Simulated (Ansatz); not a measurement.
1T (CdI2-type) MgI2, treated with HSE06-D3(BJ) (PAW; Ansatz, a quantum-chemistry and plane-wave program).

Run with plane-wave cutoff 520 eV, 6×6×4 k mesh (along the axes of the cell as run), finite displacements, scalar-relativistic PAW data made under PBE.

Computed at the level's own relaxed cell.

```yaml
crystal:
  lattice:
    - [4.08550, 0.00000, 0.00000]
    - [-2.04275, 3.53814, 0.00000]
    - [0.00000, 0.00000, 6.68723]
  atoms:
    - { symbol: Mg, position: [0.00000, 0.00000, 0.00000] }
    - { symbol: I, position: [0.33333, 0.66667, 0.24830] }
    - { symbol: I, position: [0.66667, 0.33333, 0.75170] }
```

Harmonic phonon frequencies (cm⁻¹; i marks an imaginary mode; at Γ without the LO shift):

```
q point                     frequencies
-------  ------------------------------
Γ           0 0 0 71 71 119 188 188 275
M        66 68 71 87 93 113 189 190 272
A        22 22 43 66 66 110 189 189 303
```

No imaginary mode appears at these points.

Note: the dispersion coefficients are held fixed in the derivatives.
